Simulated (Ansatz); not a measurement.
Competing hops of interstitial N in monoclinic HfO2, charge state -1

System: interstitial N in monoclinic HfO2 (charge state -1). These are PBE, PAW (plane waves to 420 eV; Ansatz, an electronic-structure program) values and carry that method's errors.

96-site cell at the relaxed PBE lattice, the Γ point alone, smearing 0.01 eV, spin-restricted, no finite-size correction. No zero-point or tunnelling terms. Spin-orbit coupling is left out. The charge state is imposed; whether it is stable for some Fermi level was not computed. Sites that were not tried may lie lower.

Barriers: single points on a 2×2×2 k-point mesh shifted by half a step at the bands' geometries.

```csv
Route,Start site over the lowest site run (eV),Hop (Å),Forward barrier (eV),Backward barrier (eV),Neighbours at the start,Neighbours at the saddle,Saddle order,"Forward, on the band's own sampling (eV)"
"a concerted move, in which N travels most",0.23,2.86,1.19,1.41,Hf at 2.12; O at 1.43 Å,"Hf at 2.00, Hf at 2.21, Hf at 2.23; O at 1.90, O at 1.94, O at 2.37 Å",first order,1.15
"a concerted move, in which O travels most (a rearrangement that moves the defect's centre by under 1 Å)",0.00,1.70,1.77,1.76,N at 1.51 Å,"Hf at 2.08, Hf at 2.09; N at 1.45; O at 2.20 Å",first order,1.76
"a concerted move, in which N travels most",0.23,2.62,1.59,1.82,Hf at 2.12; O at 1.43 Å,"Hf at 2.02, Hf at 2.04, Hf at 2.31; O at 1.80, O at 1.83 Å",inconclusive,1.58
```

Paths come from CI-NEB runs. Of the routes that converged and passed our checks, the lowest saddle point lies 1.42 eV above the lowest of the sites run (a concerted move, in which N travels most); other sites, such as split forms, and other routes may lie lower. 

The whole set of runs took very roughly 14 core-hours.
